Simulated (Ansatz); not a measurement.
We consider SiGe (P6₃mc, No. 186, 4 atoms in the cell; start mp-978534), described by r²SCAN (Ansatz, a program for electronic structure, PAW).

Settings: plane-wave cutoff 600 eV, 12×12×6 k mesh (along the axes of the cell as run), scalar-relativistic PAW data made under PBE.

Computed at the level's own relaxed cell.

```yaml
crystal:
  lattice:
    - [3.90403, 0.00000, 0.00000]
    - [-1.95202, 3.38099, 0.00000]
    - [0.00000, 0.00000, 6.45515]
  atoms:
    - { symbol: Si, position: [0.66667, 0.33333, 0.87446] }
    - { symbol: Si, position: [0.33333, 0.66667, 0.37446] }
    - { symbol: Ge, position: [0.66667, 0.33333, 0.50054] }
    - { symbol: Ge, position: [0.33333, 0.66667, 0.00054] }
```

Task: Give the elastic tensor (Voigt notation, GPa, ions relaxed, in the Cartesian axes of the cell as printed).

Result: 
```
  179.4    44.4    26.4     0.0     0.0     0.0
   44.4   179.4    26.4     0.0     0.0     0.0
   26.4    26.4   205.2     0.0     0.0     0.0
    0.0     0.0     0.0    51.0     0.0     0.0
    0.0     0.0     0.0     0.0    51.0     0.0
    0.0     0.0     0.0     0.0     0.0    67.5
```

Note: the relaxation could not lower the start's symmetry, so the cell can be a saddle point above a distorted one.

A start named mp-… is a Materials Project structure, which need not be a measured phase.
